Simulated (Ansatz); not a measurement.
Defect migration in monoclinic ZrO2: interstitial K, charge state +1. The step: a direct jump of one K atom; the atom moves 1.38 Å along (0.24, -0.07, 0.14) of the unit cell; the moving atom starts with neighbours 2 O at 2.26, O at 2.33, O at 2.39, O at 2.42, O at 2.67, O at 2.71; Zr at 2.55, Zr at 2.79, Zr at 2.89 Å and ends with 2 O at 2.26, O at 2.33, O at 2.39, O at 2.42, O at 2.67, O at 2.71; Zr at 2.55, Zr at 2.79, Zr at 2.89 Å. A PBE band in Ansatz (plane-wave PAW, the Γ point alone, 96 host sites, 22 SCF runs with any check of the saddle's order, static, no finite-size correction) gives a forward barrier of 0.23 eV. The saddle point's order was not checked, and it lies on a symmetry element of the cell, where a band can be held. The charge state is imposed; whether it is stable for some Fermi level was not computed. Sites that were not tried may lie lower.

Single points at the band's start and saddle point can refine it. Rough cost of one point, in units of the band's mean SCF on the same machine:

| Level | Cost of one point |
|---|---|
| PBE, a 2×2×2 k-point mesh shifted by half a step | about 9 |
| r2SCAN at 500 eV, the Γ point alone | about 2 |

**Question.** Which of these move the barrier by more than 0.1 eV, and how far does each move it?

**Answer.** Not one does. PBE, a 2×2×2 k-point mesh shifted by half a step: 0.00 eV; r2SCAN at 500 eV, the Γ point alone: +0.03 eV. Each functional is compared with PBE at the same k-points.

Ansatz is a program for electronic structure.
